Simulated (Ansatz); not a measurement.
Start from Rh in the fcc (Cu type) structure (space group Fm-3m, No. 225; a = 3.802 Å; relaxed with 0.1 eV smearing). Axes: x, y, z lie along the cube axes.

Method: plane-wave PAW DFT at the r2SCAN level (Ansatz, an electronic-structure program, 500 eV), no spin-orbit coupling.

One thing is altered: uniaxial strain ε_zz = +1.50 %, all other strain components held at zero; the atoms relax in the strained cell.

Task: Predict the stress tensor and what it implies for the stiffness.

Result: Stress of the strained cell less that of the base (GPa, compression positive):
```
   -2.8     0.0     0.0
    0.0    -2.8     0.0
    0.0     0.0    -6.3
```

Then −Δσ_ii/ε with ε = 0.0150 gives secant stiffness values (nonlinear terms included at this strain): C33 ≈ 421 GPa, C13 ≈ 187 GPa and C23 ≈ 187 GPa.

As a check, the harmonic strain energy −½ V₀ Δσ:ε is 4.1 meV/atom; the computed energy rise is 4.1 meV/atom.

Stability against distortions was not tested. The final runs are not spin-polarised.
